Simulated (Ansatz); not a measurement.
Effect of biaxial strain −2.00 %, plane normal [001], relaxed out of plane on Nb

Consider Nb in the bcc (W type) structure (space group Im-3m, No. 229; a = 3.248 Å; relaxed with 0.1 eV smearing). Axes: x, y, z lie along the cube axes.

Modification: compressive biaxial strain of 2.00 % in the plane normal to [001], as in epitaxy on a mismatched substrate; the out-of-plane cell vector and the atoms relax.

Method: LDA (Ansatz, a quantum-chemistry and plane-wave program; PAW; 420 eV plane waves; no spin-orbit coupling). Γ-centred 28×28×28 mesh, Fermi–Dirac width 0.1 eV.

| quantity | base | changed | shift |
|---|---|---|---|
| volume per atom | 17.14 Å³ | 16.81 Å³ | -0.33 Å³ |
| space group | Im-3m (No. 229) | I4/mmm (No. 139) | – |
| shortest interatomic distance | 2.813 Å | 2.796 Å | -0.017 Å |
| energy relative to the base (free energy F) | 0 meV/atom | +12 meV/atom | +12 meV/atom |
| pressure (mean of the normal stresses, compression positive) | 0.0 GPa | 4.0 GPa | +4.0 GPa |
| band gap | zero | zero | – |
| out-of-plane strain | – | +2.11 % | – |
| ratio −ε⊥/ε∥ | – | 1.05 | – |
| mean in-plane stress (compression positive) | – | +6.0 GPa | – |

Final structure (turned so that z lies along the plane normal):

```yaml
crystal:
  lattice:
    - [3.18345, 0.00000, 0.00000]
    - [0.00000, 3.18345, 0.00000]
    - [1.59173, -1.59173, 1.65840]
  atoms:
    - { symbol: Nb, position: [0.00000, 0.00000, 0.00000] }
```

Cost of the whole job for the changed cell (relaxation, final SCF and bands): roughly 80 core-seconds.

Whether these cells are dynamically stable was not tested. The final runs are not spin-polarised.
